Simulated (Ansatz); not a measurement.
Start from InP in the zinc blende structure (space group F-43m, No. 216; a = 5.878 Å).

Calculations: PBEsol/PAW in Ansatz (an electronic-structure program), no spin-orbit coupling.

Before the change:

The valley order is Γ 0.57 eV; L along ⟨111⟩ 1.38 eV; X along ⟨100⟩ 1.65 eV and the width of the top valence band is 2.92 eV.

Now apply this change: the cell is scaled by 1.0100 in all directions, atoms relaxed at fixed cell.

Question: Estimate the effect on the valley order and width of the top valence band.

Answer: The valley order (the lowest conduction-band minima on the path, energy above the VBM, named in the base's zone) goes from Γ 0.57 eV; L along ⟨111⟩ 1.38 eV; X along ⟨100⟩ 1.65 eV to Γ 0.41 eV; L along ⟨111⟩ 1.31 eV; X along ⟨100⟩ 1.70 eV; the width of the top valence band falls by 0.13 eV, from 2.92 eV to 2.79 eV.

The levels and masses belong to the bands next to the band gap. The cells carry an imposed strain or load. Stability against distortions was not tested.
